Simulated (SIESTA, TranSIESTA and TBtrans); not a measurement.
Device: Fe chain with one O atom inserted. Leads: straight Fe chain, spacing 2.137 Å. Geometry: 3 atoms about the centre moved by SIESTA (PBE, DZP) to a largest force of 0.03 eV/Å, all others as built, motion along the axis alone. Transport runs along z; the first 6 and the last 6 of the 21 atoms are the lead cells, repeated to infinity.

```xyz
21
Lattice="9.000 0.000 0.000 0.000 9.000 0.000 0.000 0.000 44.153" Properties=species:S:1:pos:R:3 pbc="F F T"
Fe     4.500     4.500     0.000
Fe     4.500     4.500     2.137
Fe     4.500     4.500     4.274
Fe     4.500     4.500     6.411
Fe     4.500     4.500     8.548
Fe     4.500     4.500    10.685
Fe     4.500     4.500    12.822
Fe     4.500     4.500    14.959
Fe     4.500     4.500    17.096
Fe     4.500     4.500    19.250
O      4.500     4.500    21.012
Fe     4.500     4.500    22.771
Fe     4.500     4.500    24.920
Fe     4.500     4.500    27.057
Fe     4.500     4.500    29.194
Fe     4.500     4.500    31.331
Fe     4.500     4.500    33.468
Fe     4.500     4.500    35.605
Fe     4.500     4.500    37.742
Fe     4.500     4.500    39.879
Fe     4.500     4.500    42.016
```
Starting moments (μB): atom 7 +3.2, atom 8 +3.2, atom 9 +3.2, atom 10 +3.2, atom 11 +0.5, atom 12 +3.2, atom 13 +3.2, atom 14 +3.2, atom 15 +3.2; lead atoms +3.2 (left) and +3.2 (right).

Run with TranSIESTA and TBtrans (open boundaries, self-consistent; PseudoDojo norm-conserving potentials, scalar-relativistic): Spin polarized, PAO.BasisSize DZP, PAO.EnergyShift 0.15 eV, XC.Authors PBE, Mesh.Cutoff 200 Ry, ElectronicTemperature 300 K, TS.Voltage 0.0 eV, TBT.Elecs.Eta 0.001 eV.

Energies count from the leads' Fermi level. Transmissions are for each spin. The energy step is 0.01 eV; narrower resonances are cut or missed.

| E (eV) | T up | T down |
|---|---|---|
| -0.20 | 0.363 | 1.63 |
| -0.15 | 0.354 | 1.62 |
| -0.10 | 0.345 | 1.60 |
| -0.05 | 0.337 | 1.58 |
| 0.00 | 0.329 | 1.57 |
| 0.05 | 0.321 | 1.56 |
| 0.10 | 0.314 | 1.55 |
| 0.15 | 0.307 | 1.56 |
| 0.20 | 0.300 | 1.53 |

Give the zero-bias conductance in μS and the resistance at 300 K.

At the Fermi level the mean of both spins is (0.329 + 1.57)/2 = 0.950. Averaged with −∂f/∂E over the full grid (kT = 25.9 meV) it is 0.950. With G0 = 2e²/h = 77.48 μS, G = 73.6 μS and R = 1/G = 13.6 kΩ.

The eigenchannels at the Fermi level (both spins) transmit 0.329, 0.553, 0.553, 0.451, 0.0130. What Fano factor of the shot noise follows at low temperature and bias?

F = Σ τ(1 − τ)/Σ τ = 0.976/1.90 = 0.51.

The magnetic order of the leads was set by the start, and no other order was tried; the separate lead runs end at 3.32 (left) and 3.32 (right) μB an atom. The straight chain is held at its spacing; free chains may zigzag or dimerise.
